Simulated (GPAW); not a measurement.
# A worked fit of the energy against the cutoff, with one run withheld: W (Im-3m, 1 atom in the cell)

```yaml
crystal:
  lattice:
    - [-1.57210, 1.57210, 1.57210]
    - [1.57210, -1.57210, 1.57210]
    - [1.57210, 1.57210, -1.57210]
  atoms:
    - { symbol: W, position: [0.00000, 0.00000, 0.00000] }
```

Method of the run: PBE, GPAW PAW datasets PBE (gpaw-data 1.0.1) (plane waves; GPAW 25.7.0).

Base settings: mode = pw; ecut = 550 eV; xc = PBE; kpts = 6 6 6; mesh shift (steps) = 0 0 0; occupations.name = fermi-dirac; occupations.width = 0.1 eV; nbands = -5; symmetry.symmorphic = false; symmetry.tolerance = 0.0005.

The last step of the ladder, which sets the zero, is ecut = 1320 eV.

The starting cell has typed, rounded lattice constants, without a prior relaxation at this level. Its lattice was rescaled by up to half a per cent. Spin polarisation is off. Without a gap this mesh is coarse (it stands for a supercell whose shortest vector is 16 Å).

An empirical form for the window shown: the miss falls exponentially with the largest wave vector, which goes as √cutoff: ln(ΔF) = a + b·√cutoff.

```
ecut    √cutoff (√eV)  F less the last step's (meV/atom)  ln of it
------  -------------  ---------------------------------  --------
190 eV         13.784                             461.87     6.135
220 eV         14.832                             274.37     5.614
250 eV         15.811                             174.46     5.162
275 eV         16.583                                  ?         ?
300 eV         17.321                              84.56     4.437
```

Task: Fit the line to the 4 rows given and predict the withheld one.

Result: Means: x̄ = 15.437, ȳ = 5.3370. Σ(x − x̄)(y − ȳ) = -3.248 and Σ(x − x̄)² = 6.788, so b = -0.4785 and a = ȳ − b·x̄ = 12.724; ΔF halves for each 1.45 in √cutoff. The largest residual of the fitted rows is 0.013. At x = 16.583 the line gives 4.789, that is 120 meV/atom. The run gave 118.58 meV/atom, a miss of 1.42 meV/atom (1 %). The table is a window of a longer ladder. The rows were chosen because the form fits them, the withheld one included, so this shows the method and is no test of the form.

Left out of this page: 10 runs of the series outside the window shown, repeating another row's setting, or not comparable.
